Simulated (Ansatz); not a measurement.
# MoP (Pm-3m): band-structure transport figures

Consider the following.

```
MoP
1.0
    2.97390     0.00000     0.00000
    0.00000     2.97390     0.00000
    0.00000     0.00000     2.97390
Mo P
1 1
Direct
  0.00000   0.00000   0.00000
  0.50000   0.50000   0.50000
```

Computed with PBEsol, rigid bands (plane waves, PAW, scalar-relativistic; Ansatz, a first-principles code). How the cell was made: cell and atoms relaxed with PBEsol.

```
Quantity                                                          Value
------------------------------------  ---------------------------------
density of states at the Fermi level  1.14 states/(eV·cell), both spins
bare Sommerfeld coefficient                   1.35 mJ/(mol of atoms·K²)
Drude plasma energy                                              7.5 eV
root-mean-square Fermi velocity                               7.0e5 m/s
resistivity times τ                                    8.7 ×10⁻²² Ω·m·s
```

A metal at this level (no band gap); rigid bands, thermally averaged at 300 K, both spins. Spin-orbit coupling is left out. τ is one relaxation time for all states.

Computed structure with no diffraction record at hand here (it may be known, metastable or hypothetical): MoP (Pm-3m).
